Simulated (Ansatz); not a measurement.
BN (P4_2/mnm), PBEsol, rigid bands (Ansatz, a first-principles code): N_v = 7.55e19 cm⁻³ at 300 K and a hole conductivity mass of 0.632 mₑ along x (a = (4.40, 0.00, 0.00) Å; b = (0.00, 4.40, 0.00) Å; c = (0.00, 0.00, 2.54) Å).

For 1e17 holes per cm³ at 300 K, place the Fermi level, estimate the Seebeck coefficient of a parabolic band with constant τ, and give mobility and conductivity for τ = 5 fs.

The level lies k_BT ln(N_v/p) = 0.171 eV above the valence-band maximum. S ≈ +(k_B/e)[ln(N_v/p) + 5/2] = 786 μV/K, against 777 μV/K from the full bands (mean over directions). μ = eτ/m = 13.9 cm²/(V·s) and σ = peμ = 0.223 S/cm. τ is assumed, not computed.

Band transport and this doping are assumed; polarons and phonon drag are left out. Spin-orbit coupling is left out.

Computed structure with no diffraction record at hand here (it may be known, metastable or hypothetical): BN (P4_2/mnm).
